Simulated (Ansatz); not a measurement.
Ansatz (a first-principles code), DFT, PBEsol, plane waves, its default PAW files: VPO5 (from the phase in space group 85, mp-559299) (O10P2V2), 14 atoms, spin-polarised from a ferromagnetic start (2 μB on V), ending non-magnetic. Basis and mesh were picked for this test and aren't claimed converged.

- cell = 6.18, 6.18, 4.22 Å; 90, 90, 90°
- task = single point
- k mesh = 4×4×6
- hamiltonian.xc = pbesol
- kind of files = paw
- scf.occupations.method = fermi_dirac
- scf.occupations.width = 0.05 eV
- output.forces = true
- magnetization.spin_polarized = true
- binding of workers (--pin) = off
- k-point pools (--kpoint-pools) = 1
- memory maximum (--max-ram) = 8GiB
- accuracy = medium (default)
- basis.precision = auto (default)
- basis.xc_grid = 2 (default)
- scf.eigensolver.kind = auto (default)
- scf.mixing.algorithm = auto (default)
- scf.mixing.preconditioner = auto (default)
- scf.convergence.dr2_threshold = 1e-07 (default)
- scf.lower_state_search = light (default)
- k-points after symmetry (for each spin) = 24
- bands at the start = 64
- electrons = 96
- plane waves at Γ = 3179
- cutoff (eV) = 420
- FFT grid = 45×45×30
- symmetry operations = 8

One run each. The counts of a restarted run leave out the earlier run.

All on 4 threads. Base settings, kept where nothing else is said: earlier_run = none (default) (scf.initial_density.chi_scale, scf.initial_density.normalization, checkpoint.read, checkpoint.density_extrapolation, kpoints.initial_grid not set). The settings tried:
- checkpoint.read = first.ck, earlier_run = first_atom_moved_ang=0.1 orbitals_saved=false, checkpoint.density_extrapolation = follow_atoms
- scf.initial_density.chi_scale = 0.1
- kpoints.initial_grid = auto
- checkpoint.read = first.ck, earlier_run = first_atom_moved_ang=0.03 orbitals_saved=false
- checkpoint.read = first.ck, earlier_run = first_atom_moved_ang=0 orbitals_saved=false scf.convergence.dr2_threshold=0.001
- checkpoint.read = first.ck, earlier_run = first_atom_moved_ang=0 orbitals_saved=false hamiltonian.xc=pbe
- checkpoint.read = first.ck, earlier_run = first_atom_moved_ang=0 orbitals_saved=false kpoints.mp_grid.grid=2×2×3
- checkpoint.read = first.ck, earlier_run = first_atom_moved_ang=0.1 orbitals_saved=false, checkpoint.density_extrapolation = none
- checkpoint.read = first.ck, earlier_run = first_atom_moved_ang=0 orbitals_saved=true scf.convergence.dr2_threshold=0.001
- checkpoint.read = first.ck, earlier_run = first_atom_moved_ang=0.03 orbitals_saved=true, checkpoint.density_extrapolation = none
- the base settings
- checkpoint.read = first.ck, earlier_run = first_atom_moved_ang=0.1 orbitals_saved=false
- checkpoint.read = first.ck, earlier_run = first_atom_moved_ang=0.3 orbitals_saved=false
- scf.initial_density.chi_scale = 0, scf.initial_density.normalization = cell

Task: Name the extremes by SCF iterations (all cycles of the run, searches included): fewest, most, and any that don't converge.

Result: Fewest SCF iterations (all cycles of the run, searches included), with those close behind: checkpoint.read = first.ck, earlier_run = first_atom_moved_ang=0 orbitals_saved=true scf.convergence.dr2_threshold=0.001 (2); checkpoint.read = first.ck, earlier_run = first_atom_moved_ang=0 orbitals_saved=false scf.convergence.dr2_threshold=0.001 (3). Most among those that reach the base run's result: kpoints.initial_grid = auto (26). All converged.

```json
[
 {"setting": "checkpoint.read = first.ck, earlier_run = first_atom_moved_ang=0 orbitals_saved=true scf.convergence.dr2_threshold=0.001", "SCF iterations (all cycles of the run, searches included)": "2", "applications of H to a band": "14828", "end": "converged"},
 {"setting": "checkpoint.read = first.ck, earlier_run = first_atom_moved_ang=0 orbitals_saved=false scf.convergence.dr2_threshold=0.001", "SCF iterations (all cycles of the run, searches included)": "3", "applications of H to a band": "41335", "end": "converged"},
 {"setting": "checkpoint.read = first.ck, earlier_run = first_atom_moved_ang=0.03 orbitals_saved=false", "SCF iterations (all cycles of the run, searches included)": "7", "applications of H to a band": "52397", "end": "converged"},
 {"setting": "checkpoint.read = first.ck, earlier_run = first_atom_moved_ang=0.1 orbitals_saved=false", "SCF iterations (all cycles of the run, searches included)": "7", "applications of H to a band": "52546", "end": "converged"},
 {"setting": "checkpoint.read = first.ck, earlier_run = first_atom_moved_ang=0 orbitals_saved=false kpoints.mp_grid.grid=2×2×3", "SCF iterations (all cycles of the run, searches included)": "7", "applications of H to a band": "50051", "end": "converged"},
 {"setting": "checkpoint.read = first.ck, earlier_run = first_atom_moved_ang=0.3 orbitals_saved=false", "SCF iterations (all cycles of the run, searches included)": "8", "applications of H to a band": "54621", "end": "converged"},
 {"setting": "checkpoint.read = first.ck, earlier_run = first_atom_moved_ang=0.03 orbitals_saved=true, checkpoint.density_extrapolation = none", "SCF iterations (all cycles of the run, searches included)": "9", "applications of H to a band": "51692", "end": "converged"},
 {"setting": "checkpoint.read = first.ck, earlier_run = first_atom_moved_ang=0 orbitals_saved=false hamiltonian.xc=pbe", "SCF iterations (all cycles of the run, searches included)": "9", "applications of H to a band": "61181", "end": "converged"},
 {"setting": "checkpoint.read = first.ck, earlier_run = first_atom_moved_ang=0.1 orbitals_saved=false, checkpoint.density_extrapolation = none", "SCF iterations (all cycles of the run, searches included)": "10", "applications of H to a band": "65388", "end": "converged"},
 {"setting": "the base settings", "SCF iterations (all cycles of the run, searches included)": "13", "applications of H to a band": "79614", "end": "converged"},
 {"setting": "scf.initial_density.chi_scale = 0.1", "SCF iterations (all cycles of the run, searches included)": "13", "applications of H to a band": "79614", "end": "converged"},
 {"setting": "scf.initial_density.chi_scale = 0, scf.initial_density.normalization = cell", "SCF iterations (all cycles of the run, searches included)": "13", "applications of H to a band": "84416", "end": "converged"},
 {"setting": "checkpoint.read = first.ck, earlier_run = first_atom_moved_ang=0.1 orbitals_saved=false, checkpoint.density_extrapolation = follow_atoms", "SCF iterations (all cycles of the run, searches included)": "13", "applications of H to a band": "87254", "end": "converged"},
 {"setting": "kpoints.initial_grid = auto", "SCF iterations (all cycles of the run, searches included)": "26", "applications of H to a band": "99520", "end": "converged"}
]
```

Keys are those of Ansatz 0.2.
